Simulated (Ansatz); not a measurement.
The parent structure is SiC in the zinc blende structure (space group F-43m, No. 216; a = 4.356 Å).

The change: the cell is scaled by 1.0541 in all directions; the atoms relax in the strained cell.

Levels (all Ansatz, an electronic-structure program, PAW): r2SCAN (500 eV, no spin-orbit coupling); HSE06+SOC (420 eV, spin-orbit coupling included).

The geometry is relaxed with r2SCAN.

| Item | Value |
|---|---|
| r2SCAN lowest conduction level above the VBM at special points | X 1.80 eV; U 3.34 eV; K 3.34 eV; Γ 4.87 eV |
| r2SCAN valence-band top at Γ | 0.00, 0.00, 0.00 eV |

With HSE06+SOC at the same geometry, the lowest conduction level above the VBM at special points changes from X 1.80 eV; U 3.34 eV; K 3.34 eV; Γ 4.87 eV to X 2.29 eV; U 3.88 eV; K 3.88 eV; Γ 5.56 eV; the valence-band top at Γ (three highest Kramers pairs, from the VBM) becomes 0.00, 0.00, -0.02 eV (r2SCAN: 0.00, 0.00, 0.00 eV). The threefold valence maximum splits by Δso ≈ 16 meV.

Single points use the geometry relaxed with r2SCAN. HSE06 was sampled on its mesh, a few special points and the semilocal edge points, so its gap is an upper bound. Differences between runs with and without spin-orbit coupling are approximate. The levels and masses belong to the bands next to the band gap. Stability against distortions was not tested.
